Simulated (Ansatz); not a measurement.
**Equilibrium lattice constant a of BP (model structure, P6₂22, No. 180, 6 atoms in the cell) at several levels of theory**

No measured value is used here.

| level (code) | value (Å) |
|---|---|
| LDA (Ansatz) | 3.240 |
| PBE (Ansatz) | 3.279 |
| PBEsol (Ansatz) | 3.260 |
| PBE-D3(BJ) (Ansatz) | (withheld) |
| r²SCAN (Ansatz) | (withheld) |
| r²SCAN+rVV10 (Ansatz) | 3.273 |

Task: Some entries are withheld; supply them.

Result: 
- PBE-D3(BJ) (Ansatz, an electronic-structure program), value (Å): 3.247
- r²SCAN (Ansatz), value (Å): 3.277

Cutoffs differ between the levels. Ansatz's density-functional and Hartree–Fock values are scalar-relativistic unless marked +SOC, with PAW data made under PBE.

A model structure was made by putting elements into a prototype or built by hand; it is no filed structure, need not be a known phase, and can be a saddle point held by its symmetry.
